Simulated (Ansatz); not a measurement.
Ansatz (an electronic-structure program) run on CaSi2Rh2 (I4/mmm, 5 atoms in the cell): relaxation of cell and atoms.

Computed with LDA (PW92), default PAW files made with PBE (plane waves; Ansatz).

The change in words: atoms on their sites; basis.ecutwfc: 420 eV → 840 eV; relax: default → cell and atoms. Reference geometry:
```
Ca(SiRh)2
1.0
   -2.05101     2.05101     5.01954
    2.05101    -2.05101     5.01954
    2.05101     2.05101    -5.01954
Ca Si Rh
1 2 2
Direct
  0.00498   0.00498   0.00000
  0.62739   0.62739   0.00000
  0.37261   0.37261   0.00000
  0.75000   0.25000   0.50000
  0.25000   0.75000   0.50000
```

Reference input (self-consistent single point, DFT, LDA (PW92), plane waves, default PAW files made with PBE): basis.ecutwfc = 420 eV; kpoints.mp_grid.grid = 8 8 8; hamiltonian.xc = lda; hamiltonian.pseudopotentials = {kind: paw} (the program's default PAW files); scf.occupations.method = gaussian; scf.occupations.width = 0.1 eV. This run's input differs from it in these lines:

Ansatz 0.2 input:
```diff
@@ -7,3 +7,3 @@
   atoms:
-    - { symbol: Ca, position: [0.00498100, 0.00498100, 0.00000000] }
+    - { symbol: Ca, position: [0.00000000, 0.00000000, 0.00000000] }
     - { symbol: Si, position: [0.62739000, 0.62739000, 0.00000000] }
@@ -13,3 +13,3 @@
 basis:
-  ecutwfc: 420.0 eV
+  ecutwfc: 840.0 eV
 kpoints:
@@ -21,2 +21,4 @@
   occupations: { method: gaussian, width: 0.1 eV }
+relax:
+  cell: {}
 output:
```

Log, with long lists cut:

```
   [... SCF lines of the steps left out ...]
relax step   1: F+E_penalty+E_count = -15552.31836787 eV  Δ(F+E_penalty+E_count) = +0.000e0 eV  max|allowed force component| = 2.864e-1 eV/Å  Δτ_max = 0.0000 Å  P = -8.025 GPa  Ω = 84.462 Å³  (7 SCF iters, dr2 threshold 1.00e-7 eV, accepted)
relax step   2: F+E_penalty+E_count = -15552.43530162 eV  Δ(F+E_penalty+E_count) = -1.169e-1 eV  max|allowed force component| = 9.803e-2 eV/Å  Δτ_max = 0.0249 Å  P = +1.487 GPa  Ω = 78.789 Å³  energy of the carried Pulay correction = +4.688e-5 eV  [...]
relax step   3: F+E_penalty+E_count = -15552.44365363 eV  Δ(F+E_penalty+E_count) = -8.352e-3 eV  max|allowed force component| = 1.034e-2 eV/Å  Δτ_max = 0.0113 Å  P = -0.171 GPa  Ω = 79.671 Å³  energy of the carried Pulay correction = +3.933e-5 eV  [...]
relax step   4: F+E_penalty+E_count = -15552.44380626 eV  Δ(F+E_penalty+E_count) = -1.526e-4 eV  max|allowed force component| = 3.931e-4 eV/Å  Δτ_max = 0.0012 Å  P = -0.010 GPa  Ω = 79.583 Å³  energy of the carried Pulay correction = +4.008e-5 eV  [...]
relax step   5: F+E_penalty+E_count = -15552.44376348 eV  Δ(F+E_penalty+E_count) = +4.279e-5 eV  max|allowed force component| = 3.870e-4 eV/Å  Δτ_max = 0.0000 Å  P = -0.009 GPa  Ω = 79.583 Å³  stress off target by 1.73e-2 GPa  SCF on the basis [...]
basis re-selected at this cell: Δ(F+E_penalty+E_count) = +4.279e-5 eV, ΔP = +0.000 GPa vs the last step
the relaxation is at rest under the 16 symmetry operations that the run kept from its start: a minimum is not shown …
Stability not checked: this state was not tested for a lower state beside it, because too few of the mixer's solves of this state at the end of the SCF gave a …
Free energy (F): -15552.443763 eV
Internal energy: -15552.435916 eV  (E = F + TS)
   [... lines left out ...]
Fermi energy:    13.927225 eV
  cell:  # Å, volume = 79.5833 Å³
   [... lines left out ...]
    - { symbol: Si, position: [0.6259209864603998, 0.6259209864603998, -3.3148179288286256e-34] }
    - { symbol: Si, position: [0.3740790135396002, 0.3740790135396002, -3.2807222488063757e-34] }
    - { symbol: Rh, position: [0.7499999999999999, 0.25000000000000006, 0.49999999999999994] }
    - { symbol: Rh, position: [0.25000000000000006, 0.7499999999999999, 0.49999999999999994] }
```

The run converged.  The full log also holds: “iter 4 did not close the SCF: its close was put off for the readings that it lacked (scf_convergence_deferred on its scf_iter line)”. The full log also holds: “iter 5 did not close the SCF: its close was put off for the readings that it lacked (scf_convergence_deferred on its scf_iter line)”.

Summary of the result:
| Property | Value |
|---|---|
| Free energy E − TS (on the zero of these files) | -15552.4438 eV |
| Fermi level (on the code's own zero) | 13.93 eV |
| Pressure | -0.01 GPa |
| Final cell | a = b = c = 5.687 Å, α = β = 138.61°, γ = 59.97° |
| Final volume per atom | 15.92 Å³ |
| Relaxation steps | 5 |

The starting cell comes from a database of computed structures (which also holds hypothetical and non-ambient phases and stackings), without a prior relaxation at this level. Its lattice was rescaled by up to half a per cent. Spin polarisation is off. The relaxation keeps the symmetry of its start, so its end need not be a minimum. Ansatz's pressure includes its estimate of the finite-basis (Pulay) stress.

Cost on one core of a shared machine: roughly 2 min.
